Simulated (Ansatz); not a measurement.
Pressure series in SnAu

Base system: SnAu in the NiAs type structure (space group P6_3/mmc, No. 194; a = 4.3327 Å, c = 5.5562 Å).

Cell and atoms are relaxed at each pressure.

Method: Ansatz (a program for electronic structure) PBEsol, without spin-orbit coupling.

```json
[
 {"pressure (GPa)": "-2", "volume per atom (Å³/atom)": "23.120"},
 {"pressure (GPa)": "-1", "volume per atom (Å³/atom)": "22.840"},
 {"pressure (GPa)": "0", "volume per atom (Å³/atom)": "22.582"},
 {"pressure (GPa)": "0.3", "volume per atom (Å³/atom)": "22.507"},
 {"pressure (GPa)": "1.5", "volume per atom (Å³/atom)": "22.221"},
 {"pressure (GPa)": "3", "volume per atom (Å³/atom)": "?"},
 {"pressure (GPa)": "5", "volume per atom (Å³/atom)": "21.496"},
 {"pressure (GPa)": "7.5", "volume per atom (Å³/atom)": "21.054"},
 {"pressure (GPa)": "10", "volume per atom (Å³/atom)": "20.661"}
]
```

**Question.** Fit the third-order Birch–Murnaghan form P(V) = (3B₀/2)[(V₀/V)^(7/3) − (V₀/V)^(5/3)]·[1 + (3/4)(B₀′ − 4)((V₀/V)^(2/3) − 1)] (squares taken in P) to the rows shown and predict the withheld row.

**Answer.** Least squares on the printed values gives V₀ = 22.580 Å³/atom, B₀ = 89.7 GPa, B₀′ = 5.1; this predicts 21.893 Å³/atom, and the run gives 21.893 Å³/atom, in agreement.

Load acts through the strain it causes; cell and atoms are relaxed under it. No phonon test of stability was made. Competing high-pressure phases were not computed.
